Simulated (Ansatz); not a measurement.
**What pressure 60 GPa does to V3Si**

Start from V3Si in the A15 (Cr3Si type) structure (space group Pm-3n, No. 223; a = 4.650 Å).

One thing is altered: cell and atoms relaxed at a pressure of 60 GPa.

Method: plane-wave PAW DFT at the PBEsol level (Ansatz, an electronic-structure program, 420 eV), no spin-orbit coupling. k-mesh 10×10×10 (Γ-centred); smearing 0.05 eV (Fermi–Dirac).

The volume per atom drops by 2.239 Å³ (12.56 Å³ → 10.33 Å³) and the density grows by 1.296 g/cm³, from 5.98 g/cm³ to 7.27 g/cm³. The lattice parameter a falls by 29.44 pm to 435.5 pm and the shortest interatomic distance falls by 14.7 pm, from 232.5 pm to 217.8 pm. The enthalpy H = E + PV relative to the base's energy comes out as +4.22 eV/atom and the band gap is still zero.

Final structure:

```xyz
8
Lattice="4.3551 0.0000 0.0000 0.0000 4.3551 0.0000 0.0000 0.0000 4.3551" Properties=species:S:1:pos:R:3 pbc="T T T"
V      1.0888     0.0000     2.1776
V      3.2663     0.0000     2.1776
V      0.0000     2.1776     1.0888
V      0.0000     2.1776     3.2663
V      2.1776     1.0888     0.0000
V      2.1776     3.2663     0.0000
Si     0.0000     0.0000     0.0000
Si     2.1776     2.1776     2.1776
```

Load acts through the strain it causes; cell and atoms are relaxed under it. Whether these cells are dynamically stable was not tested. Competing high-pressure phases were not computed. Seeded moments were not kept for the base. The final runs are not spin-polarised.
